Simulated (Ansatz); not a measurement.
# A computed series for Ti3Al: response to strain

The reference is Ti$_{3}$Al (space group P6_3/mmc, No. 194).

```xyz
8
Lattice="5.7471 0.0000 0.0000 -2.8736 4.9772 0.0000 0.0000 0.0000 4.6315" Properties=species:S:1:pos:R:3 pbc="T T T"
Ti     2.8736     3.2832     1.1579
Ti    -1.4065     4.1302     3.4736
Ti     1.4670     0.8470     1.1579
Ti     0.0000     1.6940     3.4736
Ti     4.2801     0.8470     1.1579
Ti     1.4065     4.1302     3.4736
Al     0.0000     3.3181     1.1579
Al     2.8736     1.6591     3.4736
```

Cartesian axes are those of the cell as printed.

Strains are applied to the cell and any free atomic positions relax; under biaxial strain the out-of-plane vector relaxes too.

Level of theory: plane-wave PAW DFT at the r2SCAN level (Ansatz, an electronic-structure program, 500 eV), no spin-orbit coupling.

Candidates:
(a) biaxial strain +2.51 %, plane normal [001], relaxed out of plane
(b) biaxial strain +3.09 %, plane normal [001], relaxed out of plane
(c) uniaxial strain ε_yy = −4.87 %

Notes on the quantities. energy relative to the base: free energy F.

Q: Order them by energy relative to the base, highest first.

A: (c) uniaxial strain ε_yy = −4.87 % (+27 meV/atom), (b) biaxial strain +3.09 %, plane normal [001], relaxed out of plane (+23 meV/atom), (a) biaxial strain +2.51 %, plane normal [001], relaxed out of plane (+15 meV/atom)

Stability against distortions was not tested. The final runs are not spin-polarised.
